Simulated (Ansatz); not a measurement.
The reference is SrTiO3 in the cubic perovskite structure (space group Pm-3m, No. 221; a = 3.907 Å). Axes: x, y, z lie along the cube axes.

Calculations: r2SCAN (Ansatz, a quantum-chemistry and plane-wave program, PAW, no SOC).

Strains are applied to the cell and any free atomic positions relax; under biaxial strain the out-of-plane vector relaxes too.

One change was made to it. Results:

```tsv
quantity	base	after
pressure (mean of the normal stresses, compression positive)	-0.01 GPa	3.58 GPa
smallest direct gap	2.63 eV	2.57 eV
energy relative to the base (free energy F)	0 meV/atom	+5.0 meV/atom
```

Task: Which change produced these results?
A) uniaxial strain ε_xx = +4.27 %
B) biaxial strain −1.29 %, plane normal [110], relaxed out of plane
C) tensor shear ε_yz = +0.29 %
D) biaxial strain −0.85 %, plane normal [001], relaxed out of plane

Result: B, biaxial strain −1.29 %, plane normal [110], relaxed out of plane. For comparison, the energy relative to the base in the other runs: uniaxial strain ε_xx = +4.27 % gives +21 meV/atom; biaxial strain −0.85 %, plane normal [001], relaxed out of plane gives +2.2 meV/atom; tensor shear ε_yz = +0.29 % gives +0.2 meV/atom.

Stability against distortions was not tested. All final runs are without spin polarisation. Many cubic perovskites are stable only at high temperature; tilts and polar distortions were not tested.
